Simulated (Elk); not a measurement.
Band structure of PrO (Fm-3m, 2 atoms in the cell).

```
PrO
1.0
    0.00000     2.53937     2.53937
    2.53937     0.00000     2.53937
    2.53937     2.53937     0.00000
Pr O
1 1
Direct
  0.00000   0.00000   0.00000
  0.50000   0.50000   0.50000
```
Moments meant for the start (each program seeds them in its own way; μB, in the order of the atoms Pr O): 2.0 0.0.

Method of the run: PBEsol, all-electron FP-LAPW, Elk's shipped species files, APW+lo basis with extra local orbitals run with Elk 10.2.4.

Settings: xctype = 22; spinpol = true; rgkmax = 8; stype = 0; swidth = 0.00734986 Ha; ngridk = 8 8 8; reducebf = 0.8; gmaxvr = 18 1/bohr; lmaxapw = 10; lmaxo = 8; nxlo = 2; lorbcnd = true; lradstp = 2; nrmtscf = 2.

The starting cell comes from a database of computed structures (which also holds hypothetical and non-ambient phases and stackings), without a prior relaxation at this level. Spin-orbit coupling is off. With one magnetic atom in the cell only a parallel order is possible. With U or open f shells several self-consistent states can exist. The f electrons are in the valence without U or exact exchange, which can misplace them near the Fermi level. Spin-orbit terms, which matter for f shells, are left out. Values depend on the basis (sphere radii, cutoffs, local orbitals), which need not be converged.

Levels in eV from the Fermi level, bands 7 to 14 of the first spin channel:
```json
[
 {"point": "Γ", "7": "-4.45", "8": "-4.45", "9": "-0.26", "10": "0.23", "11": "0.24", "12": "0.24", "13": "0.32", "14": "0.79"},
 {"point": "X", "7": "-4.18", "8": "-3.92", "9": "-2.22", "10": "-0.14", "11": "0.04", "12": "0.06", "13": "0.15", "14": "0.44"},
 {"point": "W", "7": "-4.21", "8": "-4.21", "9": "-0.42", "10": "-0.41", "11": "0.05", "12": "0.07", "13": "0.13", "14": "0.35"},
 {"point": "K", "7": "-4.84", "8": "-4.12", "9": "-0.94", "10": "-0.17", "11": "0.04", "12": "0.07", "13": "0.11", "14": "0.44"},
 {"point": "L", "7": "-5.70", "8": "-5.70", "9": "-0.20", "10": "-0.19", "11": "-0.09", "12": "0.25", "13": "0.34", "14": "0.35"},
 {"point": "U", "7": "-4.84", "8": "-4.12", "9": "-0.95", "10": "-0.16", "11": "0.06", "12": "0.07", "13": "0.09", "14": "0.44"}
]
```

Bands cross the Fermi level along this path, so the cell is metallic at this level.

The net moment of the cell came out as 2.37 μB.
